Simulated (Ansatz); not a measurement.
# GaCuSe2 under a change: biaxial strain +2.01 %, plane normal [001], relaxed out of plane

Take GaCuSe$_{2}$ in the chalcopyrite structure (space group I-42d, No. 122; a = 5.6720 Å, c = 11.2632 Å) as the base. Axes: x, y, z lie along a, b, c of the conventional cell.

Modification: tensile biaxial strain of 2.01 % in the plane normal to [001], as in epitaxy on a mismatched substrate; the out-of-plane cell vector and the atoms relax.

All numbers come from PBE, PAW, 420 eV (Ansatz, a first-principles code; no spin-orbit coupling), earlier PAW set. k-mesh 8×8×8 (Γ-centred); smearing 0.05 eV (Fermi–Dirac).

```csv
quantity,base,changed,shift
volume per atom,22.65 Å³,23.02 Å³,+0.37 Å³
space group,I-42d (No. 122),I-42d (No. 122),–
shortest interatomic distance,2.430 Å,2.449 Å,+0.019 Å
energy relative to the base (free energy F),0 meV/atom,+4.3 meV/atom,+4.3 meV/atom
"pressure (mean of the normal stresses, compression positive)",0.0 GPa,-1.0 GPa,-1.0 GPa
band gap (uncertain: the Fermi level lies in a band; the changed cell),zero,0.07 eV,–
out-of-plane strain (rough),–,-2.32 %,–
```

Without a gap, meshes like the base's 8×8×8 leave anisotropic stresses uncertain by several tenths of a GPa, and small strain energies with them. No phonon test of stability was made. The final runs are not spin-polarised. The zero or small gap of GaCuSe2 can change with the level of theory.
